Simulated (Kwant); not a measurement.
System: Ge/Si0.2Ge0.8 stack with 1 barrier. One parabolic valley. Leads of mass 0.12 mₑ with the band edge at 0; grid 0.1 nm; bias 0 V, dropping linearly over the stack.

| layer | thickness (nm) | band offset (eV) | mass (mₑ) |
|---|---|---|---|
| 1 | 4 | 0.12 | 0.14 |

The device is made up for the run: typed textbook-type constants, with dimensions and the other settings drawn at random.

Kwant, one-band effective-mass tight-binding model in one dimension, coherent, no space charge.

Task: Work out the transmission below the barrier top from T = 1/(1 + ((ζ + 1/ζ)/2)² sinh²(κa)), ζ = (k/m_lead)/(κ/m_barrier).

Result: E = 0.02331 eV: k = 0.2710 nm⁻¹, κ = 0.5961 nm⁻¹, ζ = 0.5303, T = 0.0231. The simulation gives 0.0232, the same within the digits that matter. E = 0.05964 eV: k = 0.4334 nm⁻¹, κ = 0.4709 nm⁻¹, ζ = 1.074, T = 0.0879. The simulation gives 0.0879, the same within the digits that matter. E = 0.09144 eV: k = 0.5366 nm⁻¹, κ = 0.3240 nm⁻¹, ζ = 1.932, T = 0.189. The simulation gives 0.189, the same within the digits that matter. What differs comes from the grid.
